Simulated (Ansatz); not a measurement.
# CuAu: response to strain

Take CuAu (space group P4/mmm, No. 123; relaxed with 0.1 eV smearing) as the base.

```
CELL_PARAMETERS angstrom
      2.81285     0.00000     0.00000
      0.00000     2.81285     0.00000
      0.00000     0.00000     3.59296
ATOMIC_POSITIONS crystal
  Cu 0.00000 0.00000 0.00000
  Au 0.50000 0.50000 0.50000
```

Cartesian axes are those of the cell as printed.

Strains are applied to the cell and any free atomic positions relax.

Level of theory: plane-wave PAW DFT at the PBEsol level (Ansatz, a first-principles code, 420 eV), without spin-orbit coupling.

Notes on the quantities. pressure: mean of the normal stresses, compression positive; energy relative to the base: free energy F.

| variant | pressure | volume per atom | energy relative to the base |
|---|---|---|---|
| base | 0.0 GPa | 14.21 Å³ | 0 meV/atom |
| uniaxial strain ε_zz = −3.00 % | 5.6 GPa | 13.79 Å³ | +7.7 meV/atom |
| uniaxial strain ε_zz = −2.00 % | 3.6 GPa | 13.93 Å³ | +3.3 meV/atom |
| uniaxial strain ε_zz = −1.50 % | 2.6 GPa | 14.00 Å³ | +1.9 meV/atom |
| uniaxial strain ε_zz = −0.50 % | 0.9 GPa | 14.14 Å³ | +0.2 meV/atom |
| uniaxial strain ε_zz = +0.50 % | -0.8 GPa | 14.29 Å³ | +0.2 meV/atom |
| uniaxial strain ε_zz = +1.00 % | -1.6 GPa | 14.36 Å³ | +0.8 meV/atom |
| uniaxial strain ε_zz = +1.50 % | -2.4 GPa | 14.43 Å³ | +1.8 meV/atom |
| uniaxial strain ε_zz = +2.00 % | -3.2 GPa | 14.50 Å³ | +3.2 meV/atom |
| uniaxial strain ε_zz = +2.50 % | -3.9 GPa | 14.57 Å³ | +4.9 meV/atom |

No phonon test of stability was made. All final runs are without spin polarisation.
